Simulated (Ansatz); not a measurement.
Results of B3LYP (VWN-RPA form) (PAW; Ansatz, a program for electronic structure) for L1₂ (Cu3Au-type) Ni3Si.

Run with plane-wave cutoff 460 eV, 8×8×8 k mesh, Fermi–Dirac smearing 0.05 eV, no spin polarisation, scalar-relativistic PAW data made under PBE.

Cell (relaxed at this level):

```
Ni3Si
1.0
    3.51160     0.00000     0.00000
    0.00000     3.51160     0.00000
    0.00000     0.00000     3.51160
Si Ni
1 3
Direct
  0.00000   0.00000   0.00000
  0.00000   0.50000   0.50000
  0.50000   0.00000   0.50000
  0.50000   0.50000   0.00000
```

Q: What does this level give for the bulk modulus and pressure derivative B′ of the bulk modulus?

A: 
bulk modulus: 202 GPa
pressure derivative B′ of the bulk modulus: 4.9

Note: the run has no spin polarisation, so it can have missed a magnetic state.

The computed numbers hold no vibrational or temperature effects.

The result took roughly 30 core-minutes.
